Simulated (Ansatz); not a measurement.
By PBEsol, the system below comes out a metal.

The ballistic (Sharvin) conductance counts the channels at the Fermi level: G/A = (e²/h) × channels of both spins per area.

Data:

```xyz
2
Lattice="4.7399 0.0000 0.0000 2.3699 4.6030 0.0000 2.3699 -0.4067 1.3064" Properties=species:S:1:pos:R:3 pbc="T T T"
Tc     3.1599     1.0491     0.3266
Tc     6.3199     3.1472     0.9798
```

Space group of this cell: P6_3/mmc, hcp (Mg type). The cell is taken as given; by PBEsol its mean pressure is -5.5 GPa.

The current flows along the normal of the first two printed cell vectors, the (111) plane of the conventional cell. No spin-orbit coupling; the value is a mean over 0.1 eV about the Fermi level.

State the ballistic conductance per area according to PBEsol run with Ansatz (a program for electronic structure).

1.4 × 10¹⁵ S/m² for both spins.
